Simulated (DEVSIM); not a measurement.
System: abrupt Si p-n junction, at 300 K.

```tsv
layer (left to right)	material	thickness (μm)	Nd (cm⁻³)	Na (cm⁻³)	τn (s)	τp (s)
1	Si	0.520	-	3.3e18	0.00079	0.00079
2	Si	29.0	2.8e17	-	0.00079	0.00079
```

Left contact: ohmic. Right contact: ohmic. Voltage is applied to the left contact. Recombination: SRH at mid-gap, radiative. Mobility is constant in doping.

The device is made up for the run: typed textbook-type constants, with dimensions and the other settings drawn at random. Values at 300 K.

| parameter | Si |
|---|---|
| gap (eV) | 1.124 |
| affinity (eV) | 4.05 |
| permittivity | 11.7 |
| Nc (cm⁻³) | 2.86e19 |
| Nv (cm⁻³) | 3.1e19 |
| μn (cm²/Vs) | 1417 |
| μp (cm²/Vs) | 470 |
| B (cm³/s) | 4.7e-15 |

Simulated with DEVSIM: 1D drift-diffusion, Boltzmann statistics, complete ionisation; no tunnelling, impact ionisation, image-force lowering or self-heating.

The doping Nd of layer 2 was swept, all else fixed.

```csv
doping Nd of layer 2 (cm^-3),potential step across the device at zero bias (V),dark forward voltage at 1 A/cm² (V),largest field in the device at zero bias (V/cm),dark forward voltage at 100 A/cm² (V)
8.4e15,0.856,0.649,110000,0.810
2.8e16,0.887,0.665,120000,0.806
8.4e16,0.915,0.673,160000,0.803
2.8e17,0.946,0.677,270000,0.800
8.4e17,0.975,0.678,440000,0.798
2.8e18,1.006,0.678,670000,0.798
8.4e18,1.034,0.678,850000,0.797
```

From the first row to the last the potential step across the device at zero bias goes from 0.856 to 1.034. From the first row to the last the dark forward voltage at 1 A/cm² goes from 0.649 to 0.678.
